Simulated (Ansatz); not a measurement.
## KF: pressure series

Take KF in the rock salt structure (space group Fm-3m, No. 225; a = 5.4208 Å) as the base.

Cell and atoms are relaxed at each pressure.

Level of theory: plane-wave PAW DFT at the PBE level (Ansatz, a quantum-chemistry and plane-wave program, 420 eV), spin-orbit coupling left out.

Before the change:

- Band gap = 5.96 eV

**Question.** The aim is a band gap between 6.81 eV and 7.47 eV. Which of these changes reaches it?
A. pressure 9 GPa
B. pressure 2.1 GPa
C. pressure 0.9 GPa
D. pressure −2 GPa

**Answer.** A, pressure 9 GPa. It gives 7.05 eV; pressure −2 GPa gives 5.56 eV; pressure 2.1 GPa gives 6.28 eV; pressure 0.9 GPa gives 6.11 eV. Changes not listed may reach it too

Load acts through the strain it causes; cell and atoms are relaxed under it. No phonon test of stability was made. No other phases were tried under pressure.
